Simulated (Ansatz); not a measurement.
# How far to go with the k-point mesh at a smearing width of 0.05 eV: Sb (R-3m, 2 atoms in the cell)

```xyz
2
Lattice="3.9771 -2.1658 0.0000 3.9771 2.1658 0.0000 2.7977 0.0000 3.5610" Properties=species:S:1:pos:R:3 pbc="T T T"
Sb     2.5581     0.0000     0.8472
Sb     8.2414     0.0000     2.7295
```

Level of theory: PBEsol, default PAW files made with PBE (plane waves; Ansatz, a quantum-chemistry and plane-wave program).

Base settings: basis.ecutwfc = 420 eV; kpoints.mp_grid.grid = 9 9 9; hamiltonian.xc = pbesol; hamiltonian.pseudopotentials = {kind: paw} (the program's default PAW files); scf.occupations.method = fermi_dirac; scf.occupations.width = 0.1 eV.

In this ladder: scf.occupations.width = 0.05 eV.

The second cell is the first with its lattice scaled by 0.98.

Only quantities that move along the ladder and can be compared are tabulated.

The count of work is k-points × plane waves × bands × iterations; it is no time. 

The starting cell has typed, rounded lattice constants, without a prior relaxation at this level. Its lattice was rescaled by up to half a per cent. One atom was moved a little off its site on purpose. Ansatz's pressure includes its estimate of the finite-basis (Pulay) stress.

Steps (kpoints.mp_grid.grid): 3 3 3; 4 4 4; 5 5 5; 6 6 6; 7 7 7; 8 8 8; 10 10 10; 12 12 12; 15 15 15; 18 18 18; 22 22 22.

Question: What is the coarsest kpoints.mp_grid.grid that holds the energy of the compressed cell less the first within 2 meV/atom of the last step, with all finer ones?

Answer: 4 4 4, at 0.011 of the last step's count of work; the step before is off by 11 meV/atom.

Question: What is the coarsest kpoints.mp_grid.grid that holds the free energy within 2 meV/atom of the last step, with all finer ones?

Answer: 12 12 12, at 0.18 of the last step's count of work; the step before is off by 2.9 meV/atom.

Question: What is the coarsest kpoints.mp_grid.grid that holds the pressure within 0.05 GPa of the last step, with all finer ones?

Answer: 6 6 6, at 0.027 of the last step's count of work; the step before is off by 0.08 GPa.

```csv
kpoints.mp_grid.grid,free energy less the last step's (meV/atom),energy of the compressed cell less the first (meV/atom),pressure (GPa),largest difference of a force vector from the last step's (eV/Å),count of work / last
3 3 3,-51.49,14.00,-0.67,0.272,0.0050
4 4 4,-19.93,3.11,-1.45,0.253,0.011
5 5 5,-18.31,2.61,-1.52,0.159,0.016
6 6 6,-8.05,3.15,-1.41,0.135,0.027
7 7 7,-10.45,3.81,-1.41,0.052,0.037
8 8 8,-4.34,2.68,-1.47,0.038,0.063
10 10 10,-2.89,3.32,-1.44,0.021,0.11
12 12 12,-1.58,3.06,-1.44,0.014,0.18
15 15 15,-0.70,2.99,-1.44,0.001,0.34
18 18 18,-0.26,3.02,-1.44,0.001,0.57
22 22 22,0.00,3.05,-1.44,0.000,1.0
```

The energy difference between the two cells stays within 1 meV/atom of the last step's from 4 4 4 on, the total only from 15 15 15 on: much of the error is common to both cells and cancels.

Keys are those of Ansatz 0.2.
